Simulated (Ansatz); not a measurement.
Base system: CuAu (space group P4/mmm, No. 123; a = 2.869 Å, c = 3.645 Å; relaxed with 0.1 eV smearing).

Calculations: PBE/PAW in Ansatz (a quantum-chemistry and plane-wave program), without spin-orbit coupling.

Before the change:

The band gap is zero. The pressure is 0.0 GPa.

The change: the cell is scaled by 0.9800 in all directions; the atoms relax in the strained cell.

### Question
What does the calculation give for the energy relative to the base after the change?

### Answer
The energy goes up by 26 meV/atom.

### Question
Predict the new band gap.

### Answer
The band gap stays zero.

### Question
How does this affect the pressure?

### Answer
The pressure (mean of the normal stresses, compression positive) goes from zero to 10.1 GPa.

Stability against distortions was not tested. The final runs are not spin-polarised.
